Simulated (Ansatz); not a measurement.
Element substitutions in P

Take P (space group R-3m, No. 166; a = 3.441 Å, c = 8.785 Å (hexagonal axes); a cell from a computed database, its experimental status unchecked) as the base.

Each row replaces one element on all its sites; cell and atoms are relaxed.

Method: PBEsol (Ansatz, a program for electronic structure; PAW; 420 eV plane waves; no SOC).

Only one of these keeps the space group of the base. Which?
(A) P → As
(B) P → S
(C) P → Ir

A, P → As. Computed: P → Ir: Pm-3m (No. 221); P → As: R-3m (No. 166); P → S: Pm-3m (No. 221)

Whether these cells are dynamically stable was not tested. As relaxed here, Ir and S are hypothetical phases, not in the database extracts checked. All final runs are without spin polarisation. Ir has a high density of states at the Fermi level and may be magnetic at this level. This is not the structure that P has at room temperature and ambient pressure.
